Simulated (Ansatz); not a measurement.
Start from ZnSe in the zinc blende structure (space group F-43m, No. 216; a = 5.5675 Å). Axes: x, y, z lie along the cube axes.

Computed with Ansatz (a quantum-chemistry and plane-wave program), LDA, PAW, cutoff 420 eV, spin-orbit coupling left out.

Before the change:

Band gap: 1.25 eV
Valence-band top at Γ: 0.00, 0.00, 0.00 eV

Now apply this change: tensile biaxial strain of 2.50 % in the plane normal to [001], as in epitaxy on a mismatched substrate; the out-of-plane cell vector and the atoms relax.

**Question.** Estimate the effect on the band gap, ratio −ε⊥/ε∥, valence-band top at Γ and energy relative to the base.

**Answer.** The band gap shrinks by 0.21 eV (1.25 eV → 1.04 eV); the ratio −ε⊥/ε∥ is 1.23; the valence-band top at Γ (three highest levels, from the VBM) changes from 0.00, 0.00, 0.00 eV to 0.00, -0.19, -0.19 eV; the energy grows by 6.8 meV/atom.

Whether these cells are dynamically stable was not tested.
